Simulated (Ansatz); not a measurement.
CdSe (P6_3mc), PBE with spin-orbit coupling, rigid bands in Ansatz (a first-principles code): N_c = 4.56e17 cm⁻³ at 300 K and an electron conductivity mass of 0.0768 mₑ along x (a = (4.30, 0.00, 0.00) Å; b = (-2.15, 3.73, 0.00) Å; c = (0.00, 0.00, 7.02) Å).

Question: For 1e16 electrons per cm³ at 300 K, place the Fermi level, estimate the Seebeck coefficient of a parabolic band with constant τ, and give mobility and conductivity for τ = 50 fs.

Answer: The level lies k_BT ln(N_c/n) = 0.099 eV below the conduction-band minimum. S ≈ −(k_B/e)[ln(N_c/n) + 5/2] = -545 μV/K, against -542 μV/K from the full bands (mean over directions). μ = eτ/m = 1150 cm²/(V·s) and σ = neμ = 1.83 S/cm. τ is assumed, not computed.

Band transport and this doping are assumed; polarons and phonon drag are left out. Geometry: cell and atoms relaxed with PBEsol.
